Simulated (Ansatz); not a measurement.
Electronic density of states of amorphous Si30N38O3, density 2.93 g/cm³, on a 2×2×2 Γ-centred mesh with a Gaussian width of 0.1 eV; energies count from the Fermi level, whose place inside the gap is arbitrary. Cell and mesh are small, so fine structure isn't converged. Calculation: PBE, scalar-relativistic without spin-orbit coupling (plane waves to 420 eV, PAW; Ansatz, an electronic-structure program). Sampling: a 2×2×2 Γ-centred mesh; Fermi-Dirac width 0.02 eV; no spin polarisation. At PBE the levels at both edges of the gap are localised (band-tail or defect states), and the nearest spread-out levels lie 3.0 eV apart at the zone centre.

It comes from a melt-quench run on a machine-learned potential (CHGNet), relaxed afterwards by DFT. O and N atoms were pushed apart under 1.9 Å during the dynamics, to hinder bonds among them. The hot cell started wider than the set density and was brought back towards it in steps. It is the lowest in DFT energy of 2 quenches. It is a model cell: composition and starting density were chosen by hand, and all elements were melted together. No dispersion term was used. Its density started from a set value of 2.93 and ended at 2.93 g/cm³. Cooling (nominally 380 K/ps over its main leg) ran many orders faster than in experiment, which tends to leave more defects and strain. A cell of this size samples the disorder only roughly. The volume was held where the preparation left it, at a PBE pressure of 6.3 GPa. Stress components on the final sampling reach 9.8 GPa. Cycles of charging lowered its energy after that relaxation.

(E - EF (eV), states/(eV atom)): (-12.00, 0.00); (-11.90, 0.00); (-11.80, 0.00); (-11.70, 0.00); (-11.60, 0.00); (-11.50, 0.00); (-11.40, 0.02); (-11.30, 0.05); (-11.20, 0.10); (-11.10, 0.16); (-11.00, 0.20); (-10.90, 0.16); (-10.80, 0.15); (-10.70, 0.19); (-10.60, 0.20); (-10.50, 0.18); (-10.40, 0.15); (-10.30, 0.19); (-10.20, 0.22); (-10.10, 0.22); (-10.00, 0.24); (-9.90, 0.26); (-9.80, 0.23); (-9.70, 0.26); (-9.60, 0.24); (-9.50, 0.18); (-9.40, 0.23); (-9.30, 0.23); (-9.20, 0.20); (-9.10, 0.22); (-9.00, 0.24); (-8.90, 0.19); (-8.80, 0.19); (-8.70, 0.26); (-8.60, 0.27); (-8.50, 0.28); (-8.40, 0.28); (-8.30, 0.29); (-8.20, 0.27); (-8.10, 0.26); (-8.00, 0.29); (-7.90, 0.34); (-7.80, 0.35); (-7.70, 0.30); (-7.60, 0.30); (-7.50, 0.32); (-7.40, 0.34); (-7.30, 0.32); (-7.20, 0.36); (-7.10, 0.40); (-7.00, 0.38); (-6.90, 0.38); (-6.80, 0.39); (-6.70, 0.42); (-6.60, 0.48); (-6.50, 0.48); (-6.40, 0.41); (-6.30, 0.36); (-6.20, 0.45); (-6.10, 0.45); (-6.00, 0.45); (-5.90, 0.42); (-5.80, 0.39); (-5.70, 0.42); (-5.60, 0.47); (-5.50, 0.49); (-5.40, 0.47); (-5.30, 0.48); (-5.20, 0.47); (-5.10, 0.48); (-5.00, 0.47); (-4.90, 0.43); (-4.80, 0.47); (-4.70, 0.39); (-4.60, 0.40); (-4.50, 0.45); (-4.40, 0.44); (-4.30, 0.47); (-4.20, 0.49); (-4.10, 0.44); (-4.00, 0.45); (-3.90, 0.45); (-3.80, 0.47); (-3.70, 0.46); (-3.60, 0.45); (-3.50, 0.45); (-3.40, 0.39); (-3.30, 0.37); (-3.20, 0.40); (-3.10, 0.43); (-3.00, 0.45); (-2.90, 0.41); (-2.80, 0.40); (-2.70, 0.44); (-2.60, 0.43); (-2.50, 0.41); (-2.40, 0.42); (-2.30, 0.38); (-2.20, 0.38); (-2.10, 0.37); (-2.00, 0.38); (-1.90, 0.38); (-1.80, 0.39); (-1.70, 0.31); (-1.60, 0.23); (-1.50, 0.24); (-1.40, 0.25); (-1.30, 0.17); (-1.20, 0.05); (-1.10, 0.02); (-1.00, 0.08); (-0.90, 0.14); (-0.80, 0.05); (-0.70, 0.00); (-0.60, 0.00); (-0.50, 0.00); (-0.40, 0.00); (-0.30, 0.00); (-0.20, 0.00); (-0.10, 0.00); (0.00, 0.00); (0.10, 0.00); (0.20, 0.00); (0.30, 0.00); (0.40, 0.00); (0.50, 0.00); (0.60, 0.00); (0.70, 0.00); (0.80, 0.03); (0.90, 0.09); (1.00, 0.11); (1.10, 0.04); (1.20, 0.00); (1.30, 0.00); (1.40, 0.00); (1.50, 0.02); (1.60, 0.05); (1.70, 0.09); (1.80, 0.11); (1.90, 0.17); (2.00, 0.11); (2.10, 0.05); (2.20, 0.08); (2.30, 0.17); (2.40, 0.19); (2.50, 0.14); (2.60, 0.12); (2.70, 0.17); (2.80, 0.22); (2.90, 0.21); (3.00, 0.21); (3.10, 0.20); (3.20, 0.20); (3.30, 0.23); (3.40, 0.21); (3.50, 0.25); (3.60, 0.30); (3.70, 0.28); (3.80, 0.23); (3.90, 0.24); (4.00, 0.31); (4.10, 0.32); (4.20, 0.36); (4.30, 0.33); (4.40, 0.33); (4.50, 0.37); (4.60, 0.38)

The gap between localised states on this mesh is 1.74 eV; the broadening fills part of it in the curve.
